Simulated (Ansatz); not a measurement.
Be3N2 (Ia-3, No. 206), treated with PBEsol-D3(BJ) (plane waves, PAW; Ansatz, an electronic-structure program).

Numerical settings: plane-wave cutoff 520 eV, 6×6×6 k mesh, Fermi–Dirac smearing 0.01 eV, scalar-relativistic PAW data made under PBE.

The cell is scaled about its equilibrium volume:

| V (Å³/atom) | P (GPa) | direct gap at Γ (eV) |
|---|---|---|
| 6.255 | 10.10 | 3.273 |
| 6.385 | 4.82 | 3.255 |
| 6.516 | 0.00 | 3.236 |
| 6.646 | -4.40 | 3.217 |
| 6.776 | -8.40 | 3.200 |

A straight line through the gaps at Γ against ln V gives a volume deformation potential dE_g(Γ)/d ln V of -0.9 eV: the gap at Γ widens under compression.
